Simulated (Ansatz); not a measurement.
**SnO (space group P4/nmm, No. 129; layered, stacked along the Cartesian z axis)**

```cif
data_O2Sn2
_chemical_formula_sum 'Sn2 O2'
_space_group_name_H-M_alt 'P 1'
_space_group_IT_number 1
_cell_length_a 3.77006
_cell_length_b 3.77006
_cell_length_c 4.55984
_cell_angle_alpha 90.000
_cell_angle_beta 90.000
_cell_angle_gamma 90.000
loop_
_space_group_symop_operation_xyz
  'x, y, z'
loop_
_atom_site_label
_atom_site_type_symbol
_atom_site_fract_x
_atom_site_fract_y
_atom_site_fract_z
_atom_site_occupancy
Sn1 Sn 0.50000 0.00000 0.74652 1
Sn2 Sn 0.00000 0.50000 0.25348 1
O1 O 0.50000 0.50000 0.00000 1
O2 O 0.00000 0.00000 0.00000 1
```

Computed with DFT with PBEsol-D3(BJ), PAW potentials and a 420 eV plane-wave cutoff in Ansatz (a first-principles code), no SOC. k-mesh 12×12×10 (Γ-centred); smearing 0.05 eV (Fermi–Dirac).

```yaml
volume_per_atom: 16.20 Å³
density: 6.90 g/cm³
band_gap: zero
total_energy: -3255.582 eV/atom (σ→0; compares only within this code and set-up)
```

Stability against distortions was not tested. All final runs are without spin polarisation. The zero or small gap of SnO can change with the level of theory.
